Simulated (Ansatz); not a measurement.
SnGe (model structure, Pmma, No. 51, 4 atoms in the cell)

Calculation: PBE (Ansatz, a quantum-chemistry and plane-wave program, plane waves, PAW).

Run with plane-wave cutoff 520 eV, 14×14×10 k mesh (along the axes of the cell as run), Fermi–Dirac smearing 0.05 eV, scalar-relativistic PAW data made under PBE.

Cell (relaxed at this level):

```xyz
4
Lattice="4.3737 0.0000 0.0000 0.0000 4.3986 0.0000 0.0000 0.0000 6.2614" Properties=species:S:1:pos:R:3 pbc="T T T"
Ge     3.2802     0.0000     5.5764
Ge     1.0934     0.0000     0.6850
Sn     1.0934     2.1993     2.2370
Sn     3.2802     2.1993     4.0244
```

| Item | Result |
|---|---|
| band gap | zero (no gap) |
| bulk modulus | 44.4 GPa |

Note: the bulk modulus is −V dP/dV from two relaxed cells at ±2 % in volume; the relaxation could raise the start's symmetry but not lower it, so the cell can be a saddle point.

Spin–orbit coupling is not included; it can open a gap where bands touch, and shift volumes and moduli.

It cost around 12 core-minutes (rough) of CPU time.

A model structure was made by putting elements into a prototype or built by hand; it is no filed structure, need not be a known phase, and can be a saddle point held by its symmetry.
